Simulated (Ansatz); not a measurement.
Given:

```
GaN
1.0
    3.27806     0.00000     0.00000
   -1.63903     2.83888     0.00000
    0.00000     0.00000     5.18546
Ga N
2 2
Direct
  0.66667   0.33333   0.49701
  0.33333   0.66667   0.99701
  0.66667   0.33333   0.87799
  0.33333   0.66667   0.37799
```

Calculation: PBEsol, rigid bands (plane waves, PAW, scalar-relativistic; Ansatz, an electronic-structure program). Condition of this run: biaxial strain xx = yy = +3 %, z clamped. Geometry: cell and atoms relaxed with PBEsol, then loaded as said.

### Question
What conductivity effective mass do dilute electrons have at 300 K?

### Answer
0.154 (x), 0.154 (y), 0.145 (z) mₑ.

### Question
What conductivity effective mass do dilute holes have at 300 K?

### Answer
1.86 (x), 1.86 (y), 0.39 (z) mₑ.

### Question
And the band gap?

### Answer
1.45 eV at this level; semilocal functionals usually fall short of the measured gap.

Rigid bands, one relaxation time for all states, no polarons. Spin-orbit coupling is left out; where it splits the top of the valence band it changes the hole mass and lowers the gap by about a third of the splitting.
